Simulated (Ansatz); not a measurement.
Bi₂S₃ (model structure, from the A-La2O3 type, P-3m1, No. 164): band gap by level of theory

No measured value is used here.

| level (code) | value (eV) |
|---|---|
| LDA (Ansatz) | 0.72 |
| PBE+SOC (Ansatz) | ? |
| PBEsol+SOC (Ansatz) | 0.28 (direct) |
| r²SCAN+SOC (Ansatz) | 0.52 (direct) |
| HSE06+SOC (Ansatz) | ? |
| PBE0 (Ansatz) | 1.99 |
| r²SCAN0 (Ansatz) | 2.16 |

Q: Some entries are withheld; supply them.

A: 
- PBE+SOC (Ansatz, an electronic-structure program), value (eV): 0.34 (direct)
- HSE06+SOC (Ansatz), value (eV): 0.74 (direct)

Computed values are for a static lattice. Levels without +SOC have no spin–orbit coupling; where heavier elements are present it shifts gaps, mostly down, and can invert bands.  Values are at the PBEsol cell. Cutoffs and k meshes differ between the levels. Ansatz's density-functional and Hartree–Fock values are scalar-relativistic unless marked +SOC, with PAW data made under PBE.

A model structure was made by putting elements into a prototype or built by hand; it is no filed structure, need not be a known phase, and can be a saddle point held by its symmetry.
